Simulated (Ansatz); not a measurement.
**Cubic perovskite BaHfO₃**

These are HSE06 in Ansatz (PAW) values and carry that method's errors.

Run with plane-wave cutoff 460 eV, 6×6×6 k mesh, Fermi–Dirac smearing 0.01 eV, scalar-relativistic PAW data made under PBE.

Cell (relaxed at this level):

BaHfO3 has the cubic space group Pm-3m (No. 221), the cubic perovskite structure, Pearson symbol cP5. Conventional cell: a = b = c = 4.1750 Å, α = β = γ = 90.00°. Ba on 1a sees 12 O at 2.952 Å (cuboctahedral). Hf on 1b sees 6 O at 2.087 Å (octahedral). O on 3c sees 2 Hf at 2.087 Å and 4 Ba at 2.952 Å (octahedral). (Neighbours: up to the widest gap in distance over summed covalent radii, below 1.35, at either atom; cation-cation and far metal-metal contacts left out.)

```json
{
  "bulk modulus B0": "170 GPa",
  "band_gap": "5.18 eV (on the SCF k mesh)",
  "smallest_direct_gap_on_the_k_points_sampled": "5.35 eV",
  "pressure derivative B′ of the bulk modulus": "4.3"
}
```

Spin–orbit coupling is not included.

It cost about 24 core-minutes (a rough figure) of CPU time.

Ansatz is a first-principles code.
